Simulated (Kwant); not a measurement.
Model system: quantum point contact (saddle potential) in a InAs two-dimensional gas. Effective mass 0.023 mₑ, grid spacing 10 nm, hard walls, nominal width 300 nm (29 grid rows, so walls 300 nm apart), one parabolic valley, scattering region 900 nm long along x; energies count from the band bottom; Fermi energy 0.00705 eV. Potential (V0 + ½k y²) cos²(πx/L) for |x| < L/2, with V0 swept from 0.0074025 to 0 eV, k = 1.4e-06 eV/nm², L = 530 nm.

Constants are typed, rounded textbook-type inputs, not results; the design itself was drawn at random and stands for no fabricated device.

Computed with Kwant: effective-mass tight-binding model on a square grid, one spin, coherent transport at 0 K. Conductance is in e²/h.

Q: Compare with the saddle-point formula G = Σ 1/(1 + exp(−2π(E − V0 − ħωy(n + ½))/ħωx)), taking ħωy = ħ√(k/m) and ħωx from the curvature along x of V0 plus half of the mode's confinement energy.

A: ħωy = 2.15 meV; at V0 = 6.01 meV the lowest mode has ħωx = 1.23 meV.

```tsv
V0 (meV)	formula	simulation
6.97	0.0086	0.0084
6.01	0.46	0.47
5.04	1.00	1.00
4.08	1.20	1.22
3.11	1.99	1.99
2.15	2.06	2.07
```

The formula takes a parabolic saddle in the continuum; the run has the full potential on a grid.
